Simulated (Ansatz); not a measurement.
**Cu under load (space group Fm-3m): resistivity and electron-phonon coupling**

Here is the system:

```yaml
crystal:
  lattice:
    - [0.00000, 1.70686, 1.70686]
    - [1.70686, 0.00000, 1.70686]
    - [1.70686, 1.70686, 0.00000]
  atoms:
    - { symbol: Cu, position: [0.00000, 0.00000, 0.00000] }
```

Calculation: PBEsol, DFPT electron-phonon coupling, linearised Boltzmann equation (plane waves, PAW, scalar-relativistic; Ansatz, a first-principles code). Condition of this run: hydrostatic pressure 30 GPa (the target of the relaxation). How the cell was made: relaxed with this functional, without spin-orbit coupling, then loaded as said.

```
Quantity                                                                                                                  Value
--------------------------------------------------------------------------------------------------  ---------------------------
resistivity at 300 K                                                                                                 1.19 μΩ·cm
resistivity at 77 K                                                                                                 0.093 μΩ·cm
electron mean free path at 300 K (weighted by the current that each state carries)                                        52 nm
resistivity times mean free path for one path shared by all states (from the Fermi surface's area)              6.0 ×10⁻¹⁶ Ω·m²
electron-phonon coupling λ                                                                                                0.094
transport coupling λ_tr                                                                                                   0.105
logarithmic mean phonon energy                                                                                           23 meV
density of states at the Fermi level                                                                0.137 states/(eV·spin·cell)
Drude plasma energy                                                                                                      9.7 eV
Hall coefficient at 300 K                                                                                      -2.8 ×10⁻¹¹ m³/C
Tc for μ* = 0.10 (anisotropic Eliashberg)                                                                             below 1 K
Tc for μ* = 0.13 (anisotropic Eliashberg)                                                                             below 1 K
```

A metal at this level (no band gap). Only scattering by harmonic phonons is included (no impurities, grain boundaries, electron-electron scattering or thermal expansion). Spin-orbit coupling is left out. Halving the electron mesh (40x40x40) moves the resistivity by up to 1 % at 300 K, the mean free path by up to 1 %, the coupling by up to 2 %. Smearing 0.20 eV; phonons on a 7x7x7 q mesh, which this run doesn't test and which matters most at low temperature. Tc comes from the anisotropic Migdal-Eliashberg equations with μ*, a chosen number, referred to 26 meV.
